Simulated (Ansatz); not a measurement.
free sheet of monolayer 1H MoS2: Mo20S40, 3 atomic planes, area 176 Å², cell height 16.1 Å with vacuum; both faces free, started from the relaxed sheet, in-plane cell fixed at 1.000 times the relaxed lattice. Calculation: PBE (plane waves, PAW; Ansatz, an electronic-structure program). Mean temperature 295 K, 9.5 ps sampled after 3.9 ps of Langevin dynamics; k-points: Γ only; no spin polarisation or spin-orbit coupling.

| plane (from the bottom) | atoms | start height (Å) | mean height (Å) | spread of site heights (Å) | rms motion, normal (Å) | rms motion, in plane (Å) | in-plane shift from the start (Å) | coordination |
|---|---|---|---|---|---|---|---|---|
| 1 | S20 | -1.56 | -1.57 | 0.00 | 0.07 | 0.06 | 0.00 | 3.0 |
| 2 | Mo20 | 0.00 | 0.00 | 0.00 | 0.06 | 0.05 | 0.00 | 6.0 |
| 3 | S20 | 1.56 | 1.57 | 0.00 | 0.07 | 0.06 | 0.00 | 3.0 |

```yaml
outer_plane_spacing: 1.57 Å against 1.56 Å at the start (+0 %)
normal_motion_of_the_outer_planes_over_that_of_the_middle: 1.1
in-plane diffusion: none seen within 9.5 ps
coordination_in_the_top_plane: 3-fold 100 %
mean vibrational (phonon) frequency: 8.4 THz
```

A denser in-plane k-mesh moves the forces of one frame by 0.02 eV/Å rms. Bonds are counted up to Mo-S 2.77 Å; heights count from the centre of mass.
